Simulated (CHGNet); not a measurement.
## Cubic perovskite KMgF₃

Method: the machine-learned potential CHGNet-r²SCAN (trained on r²SCAN data).

Cell (relaxed at this level):

```
KMgF3
1.0
    3.97646     0.00000     0.00000
    0.00000     3.97646     0.00000
    0.00000     0.00000     3.97646
K Mg F
1 1 3
Direct
  0.00000   0.00000   0.00000
  0.50000   0.50000   0.50000
  0.50000   0.00000   0.50000
  0.00000   0.50000   0.50000
  0.50000   0.50000   0.00000
```

equilibrium lattice constant a: 3.976 Å
volume per atom: 12.58 Å³/atom

Measured, for comparison: lattice constant a 3.990 Å, equilibrium volume per atom 12.70 Å³/atom (room temperature, no zero-point or thermal correction; as tabulated in Vaitheeswaran et al. (2007), arXiv:cond-mat/0703621). Computed (rounded) less measured: lattice constant a -0.4 %, equilibrium volume per atom -0.9 %. A static lattice is as a rule a little smaller and stiffer than an uncorrected measurement, which narrows the difference in the lattice constant a, equilibrium volume per atom and would widen misses of the other sign.

A machine-learned potential is trained on density-functional data: it inherits that level's misses and adds fitting errors of its own.
